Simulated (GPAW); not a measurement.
## σxx against uniaxial strain in cubic perovskite BaZrO3 (space group 221): C11 (GPAW, PBEsol)

```
BaZrO3
1.0
    4.11635     0.00000     0.00000
    0.00000     4.17903     0.00000
    0.00000     0.00000     4.17903
Ba Zr O
1 1 3
Direct
  0.00000   0.00000   0.00000
  0.50000   0.50000   0.50000
  0.50000   0.00000   0.50000
  0.00000   0.50000   0.50000
  0.50000   0.50000   0.00000
```

Method: PBEsol, GPAW PAW datasets PBEsol (made by gpaw-setup) (plane waves; GPAW 25.7.0). Settings: mode = pw; ecut = 1040 eV; xc = PBEsol; kpts = 10 10 10; mesh shift (steps) = 0 0 0; occupations.name = fermi-dirac; occupations.width = 0.01 eV; nbands = -6; convergence.density = 1e-06 e/electron; convergence.energy = 1e-06 eV/electron; convergence.bands = -4; symmetry.symmorphic = false; symmetry.tolerance = 0.0005; maxiter = 120. The cell above is the first row's. The rows stretch one cube axis (x) by the strain ε and hold the other two. Stress is positive in tension. In all rows fractional positions and the k mesh are held.

| ε (%) | σxx (GPa) |
|---|---|
| -1.5 | ? |
| -1.0 | -3.38 |
| -0.5 | -1.64 |
| 0.0 | 0.02 |
| 0.5 | 1.58 |
| 1.0 | 3.07 |
| 1.5 | 4.48 |
| 2.0 | 5.82 |

### Question
Using a parabola, estimate the missing σxx at ε = -1.5 from the other rows, showing the fit.

### Answer
Least squares gives σxx = 0.011 + 3.2250·ε - 0.1614·ε². Residuals (row less fit): -0.005, 0.002, 0.009, -0.003, -0.005, -0.005, 0.005; standard error 0.007 (degrees of freedom: 4). The slope at ε = 0, 3.2250 GPa per cent, gives C11 ≈ 100 × 3.2250 = 322 GPa, for the static lattice. At the withheld row, σxx = 0.011 + 3.2250 × (-1.5) - 0.1614 × (-1.5)² = -5.190 GPa. The calculation gives -5.21 GPa, 0.020 GPa below the prediction (0.2 % of the range of σxx in the table). The row lies outside the fitted rows, so this is an extrapolation. From the scatter of the fitted rows alone, a prediction at this place has a standard error of 0.013 GPa, so the miss is 1.6 times that.

Carrying the step between the two nearest rows on in a straight line would have given -5.12, off by 0.09; series whose last step already gives the withheld value aren't shown. The reference cell has the volume at which an earlier scan in this program and functional put its minimum by a fit. The runs keep the symmetry of the cell, so they don't test it for distortions. The unstrained cell stands at a pressure of -0.02 GPa, and the constants belong to that pressure. By symmetry this strain leaves no force on the atoms; the largest in the rows is 0.000 eV/Å. Spin-orbit coupling is off. Cutoffs and mesh are single choices, not tested for convergence of this quantity. Series with a scatter that would blur these digits, or in which a gap closes, are not shown. Strain series were run only where this level's volume lies within 10 % of a first guess from the measured size.
